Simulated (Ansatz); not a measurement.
Consider the following.

```yaml
crystal:
  lattice:
    - [3.28989, 0.00000, 0.00000]
    - [-1.64495, 2.84913, 0.00000]
    - [0.00000, 0.00000, 14.51368]
  atoms:
    - { symbol: Zr, position: [0.33333, 0.66667, 0.08638] }
    - { symbol: Zr, position: [0.66667, 0.33333, 0.91362] }
    - { symbol: Zr, position: [0.66667, 0.33333, 0.58638] }
    - { symbol: Zr, position: [0.33333, 0.66667, 0.41362] }
    - { symbol: Al, position: [0.33333, 0.66667, 0.75000] }
    - { symbol: Al, position: [0.66667, 0.33333, 0.25000] }
    - { symbol: C, position: [0.00000, 0.00000, 0.00000] }
    - { symbol: C, position: [0.00000, 0.00000, 0.50000] }
```

Calculation: PBEsol, DFPT electron-phonon coupling, linearised Boltzmann equation (plane waves, PAW, scalar-relativistic; Ansatz, a first-principles code). Cell: relaxed with this functional, without spin-orbit coupling.

Q: What phonon-limited resistivity does this give at 300 K?

A: 14.7 (x), 14.7 (y), 65 (z) μΩ·cm.

A metal at this level (no band gap). Only scattering by harmonic phonons is included (no impurities, grain boundaries, electron-electron scattering or thermal expansion). Spin-orbit coupling is left out. Halving the electron mesh (28x28x8) moves the resistivity by up to 15 % at 300 K. Smearing 0.20 eV; phonons on a 5x5x1 q mesh, which this run doesn't test.

Computed structure with no diffraction record at hand here (it may be known, metastable or hypothetical): Zr2AlC (P6_3/mmc).
